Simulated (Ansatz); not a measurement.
**Effect of tensor shear ε_xy = +1.14 % on ZnS**

Take ZnS in the zinc blende structure (space group F-43m, No. 216; a = 5.2968 Å) as the base. Axes: x, y, z lie along the cube axes.

Modification: tensor shear ε_xy = +1.14 % (engineering shear γ = 0.0228), atoms relaxed at fixed cell.

Calculations: LDA (Ansatz, a program for electronic structure; PAW; 420 eV plane waves; spin-orbit coupling left out). Γ-centred 11×11×11 mesh, Fermi–Dirac width 0.05 eV.

| quantity | base | changed | shift |
|---|---|---|---|
| energy relative to the base (free energy F) | 0 meV/atom | +1.6 meV/atom | +1.6 meV/atom |
| pressure (mean of the normal stresses, compression positive) | -0.01 GPa | 0.00 GPa | +0.002 GPa |
| band gap | 2.13 eV | 2.05 eV | -0.075 eV |
| gap character | direct at Γ | direct at Γ | – |
| valence-band top at Γ (three highest levels, from the VBM) | 0.00, 0.00, 0.00 eV | 0.00, -0.07, -0.13 eV | – |
| valley order (the lowest conduction-band minima on the path, energy above the VBM, named in the base's zone) | Γ 2.13 eV; X along ⟨100⟩ 3.05 eV; L along ⟨111⟩ 3.20 eV | Γ 2.05 eV; X along [001] 2.94 eV; X along [010] 2.98 eV; L along [1-11] 3.04 eV | – |
| largest internal atomic displacement | – | 0.011 Å | – |
| stress (xx, yy, zz, yz, xz, xy; compression positive) | – | (0.00, 0.00, -0.01, 0.00, 0.00, -1.19) GPa | – |

Cost of the whole job for the changed cell (relaxation, final SCF and bands): about 40 core-seconds (a rough figure).

The cells carry an imposed strain or load. Stability against distortions was not tested. k-point labels follow each cell's own Brillouin zone.
